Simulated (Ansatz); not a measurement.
# Rh2Si: response to strain

Base system: Rh2Si (space group Pnma, No. 62; a cell from a computed database, its experimental status unchecked).

```
CELL_PARAMETERS angstrom
      5.36365     0.00000     0.00000
      0.00000     3.92170     0.00000
      0.00000     0.00000     7.39074
ATOMIC_POSITIONS crystal
  Si 0.28269 0.25000 0.89512
  Si 0.71731 0.75000 0.10488
  Si 0.21731 0.75000 0.39512
  Si 0.78269 0.25000 0.60488
  Rh 0.52635 0.75000 0.79965
  Rh 0.47365 0.25000 0.20035
  Rh 0.97365 0.25000 0.29965
  Rh 0.02635 0.75000 0.70035
  Rh 0.83847 0.25000 0.93015
  Rh 0.16153 0.75000 0.06985
  Rh 0.66153 0.75000 0.43015
  Rh 0.33847 0.25000 0.56985
```

Cartesian axes are those of the cell as printed.

Strains are applied to the cell and any free atomic positions relax; under biaxial strain the out-of-plane vector relaxes too.

The values are results of PBEsol in Ansatz (plane waves to 420 eV, PAW, no spin-orbit coupling), not measurements.

Notes on the quantities. pressure: mean of the normal stresses, compression positive.

```csv
change,pressure,volume per atom,space group
base,0.0 GPa,12.96 Å³,Pnma (No. 62)
"biaxial strain −2.69 %, plane normal [001], relaxed out of plane",5.6 GPa,12.69 Å³,Pnma (No. 62)
"biaxial strain +2.36 %, plane normal [001], relaxed out of plane",-4.1 GPa,13.24 Å³,Pnma (No. 62)
tensor shear ε_xz = −2.77 %,0.7 GPa,12.95 Å³,P2_1/m (No. 11)
```

Without a gap, meshes like the base's 7×10×5 leave anisotropic stresses uncertain by several tenths of a GPa, and small strain energies with them. No phonon test of stability was made. All final runs are without spin polarisation.

Ansatz is an electronic-structure program.
